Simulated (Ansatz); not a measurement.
The reference is CoSi (space group P2_13, No. 198; a = 4.383 Å; non-magnetic). Axes: x, y, z lie along the cube axes.

Calculations: Ansatz (a quantum-chemistry and plane-wave program), r2SCAN, PAW, cutoff 500 eV, without spin-orbit coupling, earlier PAW set.

Strains are applied to the cell and any free atomic positions relax.

One change was made to it. Results:

```csv
quantity,base,after
"pressure (mean of the normal stresses, compression positive)",0.0 GPa,3.3 GPa
energy relative to the base (free energy F),0 meV/atom,+2.3 meV/atom
```

Name the change that was made.
A. uniaxial strain ε_zz = −4.59 %
B. strain tensor (xx, yy, zz, yz, xz, xy) = (−1.86, +0.12, −0.01, −0.13, −0.71, +0.88) %
C. strain tensor (xx, yy, zz, yz, xz, xy) = (+0.34, +0.21, +0.57, +0.40, −0.21, +1.21) %
D. uniaxial strain ε_yy = −1.27 %

D, uniaxial strain ε_yy = −1.27 %. For comparison, the energy relative to the base in the other runs: strain tensor (xx, yy, zz, yz, xz, xy) = (+0.34, +0.21, +0.57, +0.40, −0.21, +1.21) % gives +3.9 meV/atom; uniaxial strain ε_zz = −4.59 % gives +34 meV/atom; strain tensor (xx, yy, zz, yz, xz, xy) = (−1.86, +0.12, −0.01, −0.13, −0.71, +0.88) % gives +7.3 meV/atom.

Whether these cells are dynamically stable was not tested. Seeded moments were not kept for the base. All final runs are without spin polarisation.
